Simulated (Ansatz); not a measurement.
Results of r²SCAN-D4 in Ansatz (plane waves, PAW) for double-hcp La.

Settings: plane-wave cutoff 560 eV, 18×18×6 k mesh (along the axes of the cell as run), Fermi–Dirac smearing 0.05 eV, scalar-relativistic PAW data made under PBE.

Cell (relaxed at this level):

La has the hexagonal space group P6₃/mmc (No. 194), Pearson symbol hP4. Lattice parameters: a = 3.762 Å, b = 3.762 Å, c = 11.975 Å, α = 90.00°, β = 90.00°, γ = 120.00°. La1 on 2a sees 12 La at 3.699–3.762 Å and 6 La at 5.276 Å. La2 on 2c is coordinated by 12 La at 3.699–3.762 Å and 6 La at 5.276 Å. (Neighbours: up to the widest gap in distance over summed covalent radii, below 1.35, at either atom.)

Problem. What does this level give for the bulk modulus B0 and pressure derivative B′ of the bulk modulus?

Solution. 
- bulk modulus B0: 23.0 GPa
- pressure derivative B′ of the bulk modulus: 2.1

The run finds no gap.

Measured, for comparison: bulk modulus 27.9 GPa (room temperature, not corrected to a static lattice; as tabulated in Wikipedia's data pages). Computed (rounded) less measured: bulk modulus -18 %.

Note: the bulk modulus comes from volumes at which shape and atoms were relaxed.

Spin–orbit coupling is not included.

Static lattice: no zero-point or thermal effects.

Ansatz is a first-principles code.
